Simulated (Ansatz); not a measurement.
Take RuP₂ (space group Pnnm, No. 58; a = 5.1027 Å, b = 5.8686 Å, c = 2.8620 Å) as the base. Axes: x, y, z lie along a, b, c of the conventional cell.

Perturbation: compressive biaxial strain of 2.08 % in the plane normal to [001], as in epitaxy on a mismatched substrate; the out-of-plane cell vector and the atoms relax.

Levels (all Ansatz, a first-principles code, PAW): PBEsol (420 eV, scalar-relativistic without spin-orbit coupling); PBEsol+SOC (420 eV, with spin-orbit coupling).

The geometry is relaxed with PBEsol.

- PBEsol lowest conduction level above the VBM at special points: Γ 1.08 eV; Z 1.15 eV; T 1.28 eV; R 1.44 eV
- PBEsol gap character: indirect, S–R (21 % along) → Γ–Z (43 % along)
- PBEsol smallest direct gap: 1.13 eV
- PBEsol width of the top valence band: 1.43 eV

With PBEsol+SOC at the same geometry, the lowest conduction level above the VBM at special points goes from Γ 1.08 eV; Z 1.15 eV; T 1.28 eV; R 1.44 eV to Γ 1.08 eV; Z 1.16 eV; T 1.28 eV; R 1.44 eV; the gap character goes from indirect, S–R (21 % along) → Γ–Z (43 % along) to indirect, T → Γ–Z (43 % along); the smallest direct gap is nearly the same (1.13 eV against 1.12 eV); the width of the top valence band falls by 0.05 eV, from 1.43 eV to 1.38 eV.

Single points use the geometry relaxed with PBEsol. The spin-orbit shifts are approximate. Whether these cells are dynamically stable was not tested.
